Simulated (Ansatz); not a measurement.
```xyz
2
Lattice="0.0000 3.0098 3.0098 3.0098 0.0000 3.0098 3.0098 3.0098 0.0000" Properties=species:S:1:pos:R:3 pbc="T T T"
S      0.0000     0.0000     0.0000
Pb     3.0098     3.0098     3.0098
```

No spin polarisation.

Computed with DFT with r2SCAN, PAW potentials and a 500 eV plane-wave cutoff in Ansatz (a quantum-chemistry and plane-wave program), spin-orbit coupling left out. k-mesh 10×10×10 (Γ-centred); smearing 0.05 eV (Fermi–Dirac).

Q: What is the computed band gap?

A: 0.77 eV.

Q: Estimate the gap character.

A: Direct at L.

Q: Estimate the pressure.

A: -1.24 GPa.

Q: What hole mass does the calculation give?

A: 0.26 mₑ along k, 0.14 mₑ across (at L).

With Pb present, leaving out spin-orbit coupling can change the band edges. The cells carry an imposed strain or load. Effective masses come from finite differences of ±0.01 Å⁻¹. Along k means along the line from Γ to the band edge. Stability against distortions was not tested. The cell was made from PbS in the rock salt structure (space group Fm-3m, No. 225) by this change: isotropic strain +0.76 %.
